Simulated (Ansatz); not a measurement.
For Ta2InC (P6_3/mmc), PBEsol, DFPT electron-phonon coupling, linearised Boltzmann equation (Ansatz, an electronic-structure program) gives a transport coupling λ_tr = 0.368 and a Drude plasma energy ħω_p = 4.99 eV along x (a = (3.14, 0.00, 0.00) Å; b = (-1.57, 2.72, 0.00) Å; c = (0.00, 0.00, 14.33) Å).

### Question
Estimate the resistivity at 300 K from the high-temperature formula ρ = 2π λ_tr k_B T / (ħ ε₀ ω_p²), and say how the full Boltzmann solution compares.

### Answer
The scattering rate is 1/τ = 2π λ_tr k_B T/ħ = 9.08e13 s⁻¹ and ω_p = 7.58e15 s⁻¹, so ρ ≈ 17.8 μΩ·cm. The Boltzmann solution gives 16.1 μΩ·cm, 0.90 times the estimate.

A metal at this level (no band gap). Only scattering by harmonic phonons is included (no impurities, grain boundaries, electron-electron scattering or thermal expansion). Spin-orbit coupling is left out, which matters with elements this heavy. Halving the electron mesh (32x32x8) moves the resistivity by up to 5 % at 300 K, the coupling by up to 1 %. Smearing 0.20 eV; phonons on a 5x5x1 q mesh, which this run doesn't test.

Computed structure with no diffraction record at hand here (it may be known, metastable or hypothetical): Ta2InC (P6_3/mmc).
